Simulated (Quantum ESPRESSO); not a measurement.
Quantum ESPRESSO run on Ti2InC (P6_3/mmc, 8 atoms in the cell): self-consistent single point.

Method of the run: LDA (PZ), GBRV 1.5 ultrasoft (LDA) pseudopotentials (plane waves; Quantum ESPRESSO 7.5).

The change in words: lattice scaled by 0.98. Reference geometry:
```
CELL_PARAMETERS angstrom
      3.10423     0.00000     0.00000
     -1.55212     2.68835     0.00000
      0.00000     0.00000    13.98921
ATOMIC_POSITIONS crystal
  Ti 0.66667 0.33333 0.57876
  Ti 0.33333 0.66667 0.42124
  Ti 0.33333 0.66667 0.07876
  Ti 0.66667 0.33333 0.92124
  In 0.66667 0.33333 0.25000
  In 0.33333 0.66667 0.75000
  C  0.00000 0.00000 0.50000
  C  0.00000 0.00000 0.00000
```

Reference input (self-consistent single point, DFT, LDA (PZ), plane waves, GBRV 1.5 ultrasoft (LDA) pseudopotentials): ecutwfc = 50 Ry; ecutrho = 400 Ry; occupations = smearing; smearing = gaussian; degauss = 0.0073499 Ry; potentials = {Ti: ti_lda_v1.4.uspp.F.UPF, In: in_lda_v1.4.uspp.F.UPF, C: c_lda_v1.2.uspp.F.UPF}; K_POINTS = automatic 8 8 2 0 0 0; conv_thr = 1e-10 Ry. This run's input differs from it in these lines:

```diff
@@ -10,4 +10,4 @@
     ibrav = 4
-    celldm(1) = 5.8661526287
-    celldm(3) = 4.506491362330
+    celldm(1) = 5.7488291865
+    celldm(3) = 4.506491700639
     nat = 8
@@ -28,9 +28,9 @@
 ATOMIC_POSITIONS angstrom
-Ti    1.5521171434    0.8961152505    8.0963922858
-Ti    0.0000000000    1.7922305011    5.8928127142
-Ti    0.0000000000    1.7922305011    1.1017897858
-Ti    1.5521171434    0.8961152505   12.8874152142
-In    1.5521171434    0.8961152505    3.4973012500
-In    0.0000000000    1.7922305011   10.4919037500
-C     0.0000000000    0.0000000000    6.9946025000
+Ti    1.5210746974    0.8781928860    7.9344644980
+Ti    0.0000000000    1.7563857720    5.7749565020
+Ti    0.0000000000    1.7563857720    1.0797539980
+Ti    1.5210746974    0.8781928860   12.6296670020
+In    1.5210746974    0.8781928860    3.4273552500
+In    0.0000000000    1.7563857720   10.2820657500
+C     0.0000000000    0.0000000000    6.8547105000
 C     0.0000000000    0.0000000000    0.0000000000
```

Output (repeated stretches shortened):

```
     Self-consistent Calculation

     iteration #  1     ecut=    50.00 Ry     beta= 0.70

     negative rho (up, down):  5.698E-03 0.000E+00

     total energy              =    -762.89551953 Ry
     estimated scf accuracy    <       8.28263143 Ry

     iteration #  2     ecut=    50.00 Ry     beta= 0.70

     negative rho (up, down):  1.592E-03 0.000E+00

     total energy              =    -762.68727065 Ry
     estimated scf accuracy    <      15.48595945 Ry

     iteration #  3     ecut=    50.00 Ry     beta= 0.70

     negative rho (up, down):  1.745E-03 0.000E+00

     total energy              =    -766.14829709 Ry
     estimated scf accuracy    <       4.64125264 Ry

   [... 12 blocks of this kind left out ...]

     iteration # 16     ecut=    50.00 Ry     beta= 0.70

     negative rho (up, down):  2.233E-03 0.000E+00

     total energy              =    -766.69892095 Ry
     estimated scf accuracy    <          1.2E-10 Ry

     iteration # 17     ecut=    50.00 Ry     beta= 0.70

     negative rho (up, down):  2.233E-03 0.000E+00
     End of self-consistent calculation

     the Fermi energy is    14.5048 ev

!    total energy              =    -766.69892095 Ry
     estimated scf accuracy    <          9.5E-12 Ry
     smearing contrib. (-TS)   =      -0.00101482 Ry
     internal energy E=F+TS    =    -766.69790613 Ry

     convergence has been achieved in  17 iterations

     negative rho (up, down):  2.233E-03 0.000E+00

     Forces acting on atoms (cartesian axes, Ry/au):

     atom    1 type  1   force =     0.00000000   -0.00000000    0.01705686
     atom    2 type  1   force =     0.00000000   -0.00000000   -0.01705686
     atom    3 type  1   force =     0.00000000    0.00000000    0.01705686
     atom    4 type  1   force =    -0.00000000   -0.00000000   -0.01705686
     atom    5 type  2   force =    -0.00000000   -0.00000000    0.00000000
   [... lines left out ...]
     Total force =     0.034114     Total SCF correction =     0.000017
   [... lines left out ...]

     negative rho (up, down):  2.233E-03 0.000E+00
          total   stress  (Ry/bohr**3)                   (kbar)     P=       72.45
   0.00049264   0.00000000   0.00000000           72.47        0.00        0.00
   0.00000000   0.00049264   0.00000000            0.00       72.47        0.00
   0.00000000   0.00000000   0.00049218            0.00        0.00       72.40

   JOB DONE.
```

The run converged in 17 iterations. Against the reference run the free energy goes up by 9.0 meV/atom, the pressure goes from -3.55 to 7.24 GPa and the largest force goes from 0.194 to 0.439 eV/Å.

The starting cell comes from a database of computed structures (which also holds hypothetical and non-ambient phases and stackings), without a prior relaxation at this level. Its lattice was rescaled by a random factor within 2.5 % of one. For this run, on top of that: lattice scaled by 0.98. Spin polarisation is off. With a pressure of about 7 GPa the cell is away from its equilibrium volume at this level.

Cost on one core of a shared machine: roughly 4 min.
